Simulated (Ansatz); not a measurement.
The parent structure is MgO in the rock salt structure (space group Fm-3m, No. 225).

```yaml
crystal:
  lattice:
    - [0.00000, 2.10744, 2.10744]
    - [2.10744, 0.00000, 2.10744]
    - [2.10744, 2.10744, 0.00000]
  atoms:
    - { symbol: O, position: [0.00000, 0.00000, 0.00000] }
    - { symbol: Mg, position: [0.50000, 0.50000, 0.50000] }
```

Levels (all Ansatz, a program for electronic structure, PAW, earlier PAW set): PBEsol (420 eV, scalar-relativistic without spin-orbit coupling); HSE06 (420 eV, without spin-orbit coupling).

Its gap is 4.62 eV with PBEsol and 6.46 eV with HSE06.

Modification: full substitution Mg → Ca; the structure is relaxed again.

With PBEsol the gap becomes 3.54 eV.

Question: If the HSE06 correction stayed the same, what would the HSE06 gap be, and what does the HSE06 run give?

Answer: A rigid correction of +1.84 eV gives 5.38 eV. The HSE06 run gives 5.31 eV, so the correction itself changes by -0.07 eV.

Single points use the geometry relaxed with PBEsol. The hybrid gap comes from the SCF mesh plus the semilocal run's edge points and a few special points and is an upper bound. Whether these cells are dynamically stable was not tested.
